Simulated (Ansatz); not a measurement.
The starting structures come from a database of crystals and need not be the phases stable at ambient conditions.

 Where the default PAW files enter, the runs use the earlier of Ansatz's two default sets.

The decay constant κ of evanescent states in the gap governs leakage through a thin film.

```xyz
10
Lattice="6.6081 0.0000 0.0000 -3.3041 5.7228 0.0000 3.3041 1.9076 5.3955" Properties=species:S:1:pos:R:3 pbc="T T T"
Cs     3.3041     5.7228     4.0466
Cs     3.3041     1.9076     1.3489
Na     0.0000     3.8152     2.6977
Bi     0.0000     0.0000     0.0000
F      1.6882     4.7899     1.3194
F      4.9199     2.8405     4.0761
F      4.9199     4.7899     1.3194
F      1.6882     2.8405     4.0761
F      6.6081     1.8659     1.3194
F      0.0000     5.7645     4.0761
```

Space group of this cell: Fm-3m. The cell is taken as given; by PBEsol its mean pressure is -2.1 GPa.

Transport runs along the normal of the first two printed cell vectors, the (111) plane of the conventional cell.

No gap correction and no spin-orbit coupling; mid-gap values are interpolated between computed energies.

**Question.** Predict the band gap and the smallest decay constant κ at mid-gap from PBEsol run with Ansatz (an electronic-structure program).

**Answer.** Gap 4.95 eV on a 6×6×6 mesh; κ = 0.539 1/Å, at (0.500, 0.000) of the in-plane reciprocal vectors. At the zone centre, at the nearest computed energy, the slowest state has κ = 0.57 1/Å.
